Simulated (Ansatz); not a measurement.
System: GaSb (model structure, started from the BN type, Pm-3n, No. 223, 12 atoms in the cell). Method: r²SCAN (Ansatz, a program for electronic structure, plane waves, PAW).

Run with plane-wave cutoff 560 eV, 8×8×8 k mesh, Fermi–Dirac smearing 0.05 eV, scalar-relativistic PAW data made under PBE.

Cell (relaxed with PBEsol):

GaSb is modelled in the cubic space group Pm-3n (No. 223), Pearson symbol cP12. Lattice parameters: a = b = c = 7.549 Å, α = β = γ = 90.00°. Ga on 6c sees 4 Sb at 2.669 Å. Sb on 6d sees 4 Ga at 2.669 Å. (Neighbours: up to the widest gap in distance over summed covalent radii, below 1.35, at either atom; cation-cation and far metal-metal contacts left out.)

Problem. Give the computed band gap.

Solution. 
* **band gap**: 0.30 eV (on the SCF k mesh)

Note: the relaxation could raise the start's symmetry but not lower it, so the cell can be a saddle point; cell and atoms aren't relaxed at this level (pressure 0.4 GPa).

Spin–orbit coupling is not included; it can close the smallest gap of 0.30 eV.

Computed values are for the static lattice.

Computing time: very roughly 120 core-seconds.

A model structure was made by putting elements into a prototype or built by hand; it is no filed structure, need not be a known phase, and can be a saddle point held by its symmetry.
